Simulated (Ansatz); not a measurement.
## Hf₃Ge (model structure, started from the A15 type, Pm-3n, No. 223, 8 atoms in the cell)

Method: PBEsol in Ansatz (PAW).

Numerical settings: plane-wave cutoff 500 eV, 8×8×8 k mesh, Fermi–Dirac smearing 0.05 eV, scalar-relativistic PAW data made under PBE.

Cell (relaxed at this level):

```yaml
crystal:
  lattice:
    - [5.36988, 0.00000, 0.00000]
    - [0.00000, 5.36988, 0.00000]
    - [0.00000, 0.00000, 5.36988]
  atoms:
    - { symbol: Hf, position: [0.25000, 0.00000, 0.50000] }
    - { symbol: Hf, position: [0.75000, 0.00000, 0.50000] }
    - { symbol: Hf, position: [0.00000, 0.50000, 0.25000] }
    - { symbol: Hf, position: [0.00000, 0.50000, 0.75000] }
    - { symbol: Hf, position: [0.50000, 0.25000, 0.00000] }
    - { symbol: Hf, position: [0.50000, 0.75000, 0.00000] }
    - { symbol: Ge, position: [0.00000, 0.00000, 0.00000] }
    - { symbol: Ge, position: [0.50000, 0.50000, 0.50000] }
```

```json
{
  "band_gap": "none"
}
```

Note: the relaxation could raise the start's symmetry but not lower it, so the cell can be a saddle point.

Spin–orbit coupling is not included.

Computed values are for the static lattice.

Cost on a shared machine: about 2.8 core-minutes (a rough figure).

A model structure was made by putting elements into a prototype or built by hand; it is no filed structure, need not be a known phase, and can be a saddle point held by its symmetry.

Ansatz is an electronic-structure program.
